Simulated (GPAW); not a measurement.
Worked example: self-consistent single point of AgCl (Fm-3m, 2 atoms in the cell) in GPAW.

Level of theory: PBE, GPAW PAW datasets PBE (gpaw-data 1.0.1) (plane waves; GPAW 25.7.0).

```xyz
2
Lattice="0.0000 2.7750 2.7750 2.7750 0.0000 2.7750 2.7750 2.7750 0.0000" Properties=species:S:1:pos:R:3 pbc="T T T"
Ag     0.0000     0.0000     0.0000
Cl     2.7750     2.7750     2.7750
```

Reference input (self-consistent single point, DFT PBE, plane waves, GPAW PAW datasets PBE (gpaw-data 1.0.1)): mode = pw; ecut = 550 eV; xc = PBE; kpts = 8 8 8; mesh shift (steps) = 0 0 0; occupations.name = fermi-dirac; occupations.width = 0.01 eV; nbands = -4; convergence.bands = -2; symmetry.symmorphic = false; symmetry.tolerance = 0.0005; maxiter = 100. This run's input differs from it in these lines:

```diff
@@ -14,3 +14,3 @@
             xc='PBE',
-            kpts={'size': (8, 8, 8), 'gamma': True},
+            kpts={'size': (4, 4, 4), 'gamma': True},
             occupations={'name': 'fermi-dirac', 'width': 0.01},
```

Output, abridged:

```
     iter     time        total  log10-change:
                         energy   eigst   dens
iter:   1 --:--:--    -5.632027   +0.56
iter:   2 --:--:--    -5.610173   -0.71  -1.53
iter:   3 --:--:--    -5.485786   -1.60  -1.56
iter:   4 --:--:--    -5.489417   -2.72  -1.88
iter:   5 --:--:--    -5.493328c  -2.83  -1.86
iter:   6 --:--:--    -5.483355c  -3.48  -2.52
iter:   7 --:--:--    -5.481498c  -3.27  -2.64
iter:   8 --:--:--    -5.481485c  -4.10  -3.17
iter:   9 --:--:--    -5.482270c  -3.86  -3.29
iter:  10 --:--:--    -5.481453c  -4.14  -3.10
iter:  11 --:--:--    -5.481456c  -5.53  -4.53c
iter:  12 --:--:--    -5.481457c  -6.46  -4.57c
iter:  13 --:--:--    -5.481456c  -7.17  -4.43c
iter:  14 --:--:--    -5.481457c  -7.09  -4.63c
iter:  15 --:--:--    -5.481456c  -7.11  -4.38c
iter:  16 --:--:--    -5.481456c  -8.63c -4.65c
Converged after 16 iterations.

Dipole moment: (0.000000, -0.000000, -0.000000) |e|*Ang

Energy contributions relative to reference atoms: (reference = -157152.775749)

Kinetic:        +11.611994
Potential:      -11.065725
External:        +0.000000
XC:              -6.067346
Entropy (-ST):   -0.000000
Local:           +0.039621
SIC:             +0.000000
--------------------------
Free energy:     -5.481456
Extrapolated:    -5.481456

Showing only first 2 kpts
 Kpt  Band  Eigenvalues  Occupancy
  0    10      1.68503    2.00000
  0    11      1.68503    2.00000
  0    12      4.90174    0.00000
  0    13     14.71316    0.00000

  1    10      2.24780    2.00000
  1    11      2.67928    2.00000
  1    12      7.41855    0.00000
  1    13     11.36536    0.00000

Fermi level: 4.44244

Gap: 0.887 eV
Transition (v -> c):
   [... lines left out ...]
Direct/indirect transitions are different
Direct gap: 3.217 eV
Transition at: (s=0, k=0, n=11, [0.00, 0.00, 0.00])
Energy (eV): -5.481456

Forces in eV/Ang:
  0 Ag    0.00000   -0.00000   -0.00000
  1 Cl    0.00000   -0.00000   -0.00000

Stress tensor:
    -0.010227     0.000000     0.000000
     0.000000    -0.010227     0.000000
     0.000000     0.000000    -0.010227
Stress (GPa, Voigt): [-1.6385 -1.6385 -1.6385  0.      0.      0.    ]
```

The run converged in 16 iterations. GPAW prints stress with tension positive. Against the reference run the free energy goes up by 6.3 meV/atom, the pressure goes from 1.48 to 1.64 GPa and the gap on the mesh hardly changes (0.890 to 0.887 eV).

The starting cell has typed, rounded lattice constants, without a prior relaxation at this level.
